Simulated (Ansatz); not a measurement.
TiC (rock salt, Fm-3m); conventional cell a = b = c = 4.293 Å, α = β = γ = 90.00°.

### Question
By how much do the lattice constants and the volume change from 300 K to 475 K (quasi-harmonic approximation, Ansatz, an electronic-structure program, PBEsol functional, plane-wave PAW), and how far does the bulk modulus soften?

### Answer
a by 0.12 %, the volume by 0.35 %; B_T goes from 257 to 252 GPa. The crystal is held in this phase throughout; melting and phase transitions are not modelled.

The PAW data sets were generated under PBE and serve the other functionals too.
